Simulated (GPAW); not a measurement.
Band structure of PW (Pnma, 8 atoms in the cell).

```
CELL_PARAMETERS angstrom
      5.74171     0.00000     0.00000
      0.00000     3.27062     0.00000
      0.00000     0.00000     6.20331
ATOMIC_POSITIONS crystal
  P  0.31438 0.75000 0.56784
  P  0.68562 0.25000 0.43216
  P  0.18562 0.25000 0.06784
  P  0.81438 0.75000 0.93216
  W  0.98629 0.75000 0.31278
  W  0.01371 0.25000 0.68722
  W  0.51371 0.25000 0.81278
  W  0.48629 0.75000 0.18722
```

Computed with PBEsol, GPAW PAW datasets PBEsol (made by gpaw-setup) (plane waves; GPAW 25.7.0).

Settings: mode = pw; ecut = 600 eV; xc = PBEsol; kpts = 3 6 3; mesh shift (steps) = 0 0 0; occupations.name = methfessel-paxton; occupations.width = 0.136 eV; occupations.order = 0; nbands = -14; symmetry.symmorphic = false; symmetry.tolerance = 0.0005; maxiter = 150; bandpath_npoints = 40.

The starting cell comes from a database of computed structures (which also holds hypothetical and non-ambient phases and stackings), without a prior relaxation at this level. Spin-orbit coupling is off. Spin polarisation is off.

Levels in eV from the Fermi level, bands 35 to 42:
| point | 35 | 36 | 37 | 38 | 39 | 40 | 41 | 42 |
|---|---|---|---|---|---|---|---|---|
| Γ | -1.13 | -0.95 | -0.85 | -0.71 | -0.56 | 0.48 | 0.76 | 1.16 |
| X | -2.44 | -2.44 | -0.35 | -0.35 | -0.06 | -0.06 | 1.90 | 1.90 |
| S | -2.58 | -2.58 | 0.96 | 0.96 | 0.96 | 0.96 | 2.18 | 2.18 |
| Y | -1.19 | -1.19 | -0.64 | -0.64 | 0.45 | 0.45 | 1.35 | 1.35 |
| Z | -1.67 | -1.67 | -1.45 | -1.45 | 0.15 | 0.15 | 0.85 | 0.85 |
| U | -1.88 | -1.88 | -0.34 | -0.34 | 0.50 | 0.50 | 2.03 | 2.03 |
| R | -2.11 | -2.11 | 0.39 | 0.39 | 0.39 | 0.39 | 2.12 | 2.12 |
| T | -1.41 | -1.41 | -0.93 | -0.93 | 0.40 | 0.40 | 0.71 | 0.71 |

Bands cross the Fermi level along this path, so the cell is metallic at this level.
